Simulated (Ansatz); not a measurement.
**SrO under load (space group I4/mmm): band-edge transport data**

Given:

```xyz
2
Lattice="0.0000 2.6123 2.5353 2.6123 0.0000 2.5353 2.6123 2.6123 0.0000" Properties=species:S:1:pos:R:3 pbc="T T T"
Sr     0.0000     0.0000     0.0000
O      2.6123     2.6123     2.5353
```

Method: r2SCAN, rigid bands (plane waves, PAW, scalar-relativistic; Ansatz, an electronic-structure program). Condition of this run: biaxial stress in (001) of -3.6 GPa (compression positive) (the target of the relaxation). Cell: cell and atoms relaxed with PBEsol, then loaded as said.

| Item | Result |
|---|---|
| band gap | 3.66 eV |
| electron conductivity mass (300 K, dilute) | 0.41 (x), 0.41 (y), 1.15 (z) mₑ |
| hole conductivity mass (300 K, dilute) | 5.3 (x), 5.3 (y), 0.44 (z) mₑ |
| effective density of states N_c (300 K) | 1.2e19 cm⁻³ |
| effective density of states N_v (300 K) | 1.1e20 cm⁻³ |
| density-of-states mass, electrons | 0.60 mₑ |
| density-of-states mass, holes | 2.6 mₑ |
| Seebeck coefficient, n-type 1e19 cm⁻³, 300 K | -245 μV/K |
| best n-type power factor at 300 K for τ = 10 fs (best axis; densities from 1e16 to 1e21 cm⁻³ tried, whether or not they can be reached) | 9.6 μW/(cm·K²) at 3e20 cm⁻³ |
| Seebeck coefficient, p-type 1e19 cm⁻³, 300 K | 485 μV/K |

Rigid bands; masses and Seebeck coefficients take one relaxation time τ for all states and one kind of carrier; polarons and phonon drag are left out. Spin-orbit coupling is left out; where it splits the top of the valence band, N_v and the p-type Seebeck coefficient come out somewhat high without it. Geometry: cell and atoms relaxed with PBEsol.
